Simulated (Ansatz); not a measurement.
Input:

```
ZrO2
1.0
    0.00000     2.55794     2.55794
    2.55794     0.00000     2.55794
    2.55794     2.55794     0.00000
Zr O
1 2
Direct
  0.00000   0.00000   0.00000
  0.25000   0.25000   0.25000
  0.75000   0.75000   0.75000
```

No spin polarisation.

Electron doping at 3.0×10^21 cm⁻³ (0.100 per cell), with a uniform compensating background at fixed cell and a 300 K Fermi–Dirac width.

Calculations: PBE (Ansatz, an electronic-structure program; PAW; 420 eV plane waves; no spin-orbit coupling), earlier PAW set. Settings: 20×20×20 k-points, 0.0259 eV Fermi–Dirac smearing.

Predict the gap character, Fermi level from band edge and gap between the host's bands.


- Gap character: indirect, X → Γ
- Fermi level relative to the doped band's edge (positive inside the band; to 0.05 eV): +0.35 eV
- Gap between the host's bands: 3.39 eV

Carriers are added with a uniform compensating background; total energy and stress of such cells depend on the potential's zero and are not compared; many-body gap narrowing is missing at this level. Whether these cells are dynamically stable was not tested. The cell was made from ZrO2 in the fluorite structure (space group Fm-3m, No. 225) by this change: electrons 3.0×10^21 cm⁻³. This is not the structure that ZrO2 has at room temperature and ambient pressure.
